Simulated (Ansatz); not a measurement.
Base system: ZnSe in the zinc blende structure (space group F-43m, No. 216; a = 5.733 Å).

(Cell as relaxed with PBE.)

Levels (all Ansatz, an electronic-structure program, PAW): PBE (420 eV, spin-orbit coupling left out); r2SCAN (500 eV, scalar-relativistic without spin-orbit coupling).

Each level relaxes its own structure.

| base | PBE | r2SCAN |
|---|---|---|
| volume per atom | 23.55 Å³ | 22.73 Å³ |
| lattice parameter a | 10.834 bohr | 10.706 bohr |
| band gap | 1.15 eV | 1.87 eV |

Now apply this change: cell and atoms relaxed at a pressure of 0.3 GPa.

| quantity | PBE | r2SCAN |
|---|---|---|
| lattice parameter a | 10.815 bohr | 10.690 bohr |
| hole mass (degenerate bands, along [100]) | 0.095, 0.63, 0.63 mₑ (at Γ) | 0.13, 0.59, 0.59 mₑ (at Γ) |
| electron mass | 0.091 mₑ (at Γ) | 0.12 mₑ (at Γ) |
| band gap | 1.17 eV | 1.89 eV |

PBE's lattice parameter a lies 0.125 bohr above r2SCAN's (1.2 %); PBE's band gap lies 0.715 eV below r2SCAN's. Neither level is exact; r2SCAN is the comparison here, not a measurement.

Load acts through the strain it causes; cell and atoms are relaxed under it. Effective masses come from finite differences of ±0.01 Å⁻¹. Whether these cells are dynamically stable was not tested.
